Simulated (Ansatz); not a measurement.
The (21-30) surface of hcp Re in its 1x1 cell, outermost plane spacing 0.30 Å in the ideal cut

Method: r2SCAN, at the PBE geometry (plane waves to 500 eV, PAW; Ansatz, a program for electronic structure).

Model: 24-atom slab, 10.3 Å thick at the start (thin: gaps and levels are the slab's own), 9x5x1 mesh, Fermi-Dirac 0.1 eV, dipole correction, single point; on the structure that PBE left under its start's symmetry; no spin, no spin-orbit, no U.

```yaml
surface energy (mean of both faces): 3.33 J/m^2
work_function_of_the_top_face: 4.57 eV
cost: very roughly 12 core-minutes
```
